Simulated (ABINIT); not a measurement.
Worked example: self-consistent single point of CoBiO3 (P4mm, 5 atoms in the cell) in ABINIT.

Computed with PBEsol, PAW (JTH v2.0 PBE PAW, files made for PBE) (plane waves; ABINIT).

The change in words: lattice scaled by 0.98. Reference geometry:
```
CELL_PARAMETERS angstrom
      3.71587     0.00000     0.00000
      0.00000     3.71587     0.00000
      0.00000     0.00000     4.01158
ATOMIC_POSITIONS crystal
  Co 0.50000 0.50000 0.62281
  Bi 0.00000 0.00000 0.05096
  O  0.50000 0.00000 0.69608
  O  0.00000 0.50000 0.69608
  O  0.50000 0.50000 0.16257
```

Reference input (self-consistent single point, DFT, PBEsol, plane waves, PAW (JTH v2.0 PBE PAW, files made for PBE)): pseudos = [Co.GGA_PBE-JTH.xml, Bi.GGA_PBE-JTH.xml, O.GGA_PBE-JTH.xml]; ecut = 30 Ha; pawecutdg = 60 Ha; pawxcdev = 0; ixc = -116133; occopt = 3; tsmear = 0.00367493 Ha; ngkpt = 9 9 9; nshiftk = 1; shiftk = 0 0 0; potentials = JTH v2.0 PBE PAW; nband = 33. This run's input differs from it in these lines:

```diff
@@ -3,3 +3,3 @@
 pseudos "Co.GGA_PBE-JTH.xml, Bi.GGA_PBE-JTH.xml, O.GGA_PBE-JTH.xml"
-acell 3.7158740000 3.7158740000 4.0115820000 Angstrom
+acell 3.6415570000 3.6415570000 3.9313500000 Angstrom
 rprim
@@ -13,7 +13,7 @@
 xcart
-         1.8579370000    1.8579370000    2.4984533854
-         0.0000000000    0.0000000000    0.2044302187
-         1.8579370000    0.0000000000    2.7923819986
-         0.0000000000    1.8579370000    2.7923819986
-         1.8579370000    1.8579370000    0.6521628857
+         1.8207785000    1.8207785000    2.4484840935
+         0.0000000000    0.0000000000    0.2003415960
+         1.8207785000    0.0000000000    2.7365341080
+         0.0000000000    1.8207785000    2.7365341080
+         1.8207785000    1.8207785000    0.6391195695
       Angstrom
```

Output (repeated stretches shortened):

```
--- !BeginCycle
solver: {iscf: 17, nstep: 60, nline: 4, wfoptalg: 10, }
tolerances: {tolvrs: 1.00E-10, }
...

     iter   Etot(hartree)      deltaE(h)  residm     nres2
 ETOT  1  -247.10322708689    -2.471E+02 4.878E+01 7.743E+02
 ETOT  2  -276.26291191497    -2.916E+01 3.565E+00 4.515E+03
 ETOT  3  -267.94099434875     8.322E+00 2.322E+00 1.473E+03
 ETOT  4  -267.52630245558     4.147E-01 6.020E-01 4.059E+02
 ETOT  5  -267.71186309373    -1.856E-01 4.976E-01 9.945E+02
   [... 23 lines left out ...]
 ETOT 29  -266.75560787151    -1.484E-11 4.516E-05 8.451E-08
 ETOT 30  -266.75560787157    -5.957E-11 4.186E-05 1.344E-08
 ETOT 31  -266.75560787157    -3.411E-13 2.817E-05 1.011E-09
 ETOT 32  -266.75560787157    -2.103E-12 2.592E-05 8.372E-11
 At SCF step   32       nres2   =  8.37E-11 < tolvrs=  1.00E-10 =>converged.

 Cartesian components of stress tensor (hartree/bohr^3)
  sigma(1 1)= -4.66009982E-04  sigma(3 2)=  0.00000000E+00
  sigma(2 2)= -4.66009982E-04  sigma(3 1)=  0.00000000E+00
  sigma(3 3)= -4.53264377E-04  sigma(2 1)=  0.00000000E+00

 ----iterations are completed or convergence reached----

 reduced coordinates (array xred) for    5 atoms
       0.500000000000      0.500000000000      0.622810000000
       0.000000000000      0.000000000000      0.050960000000
       0.500000000000      0.000000000000      0.696080000000
       0.000000000000      0.500000000000      0.696080000000
       0.500000000000      0.500000000000      0.162570000000
 cartesian forces (eV/Angstrom) at end:
    1     -0.00000000000000    -0.00000000000000    -0.10413161877349
   [... lines left out ...]
 Fermi (or HOMO) energy (eV) =  10.36401   Average Vxc (eV)= -11.98788
   [... lines left out ...]
'-kT*entropy'       : -2.90051856493676E-03
total_energy        : -2.66755609543397E+02
total_energy_eV     : -7.25878928809366E+03
...

-Cartesian components of stress tensor (GPa)         [Pressure=  1.3585E+01 GPa]
- sigma(1 1)= -1.37104847E+01  sigma(3 2)=  0.00000000E+00
- sigma(2 2)= -1.37104847E+01  sigma(3 1)=  0.00000000E+00
- sigma(3 3)= -1.33354961E+01  sigma(2 1)=  0.00000000E+00

 Calculation completed.
```

The run converged in 32 iterations. Against the reference run the free energy rises by 28.2 meV/atom, the pressure goes from -0.27 to 13.59 GPa and the largest force goes from 0.234 to 0.925 eV/Å.

The starting cell comes from a database of computed structures (which also holds hypothetical and non-ambient phases and stackings), without a prior relaxation at this level. Its lattice was rescaled by a random factor within 2.5 % of one. For this run, on top of that: lattice scaled by 0.98. Spin polarisation is off, so a magnetic state, if there is one, cannot be reached. The potentials were made for another functional than the one used. With a pressure of about 14 GPa the cell is away from its equilibrium volume at this level.

Cost on one core of a shared machine: roughly 9 min.
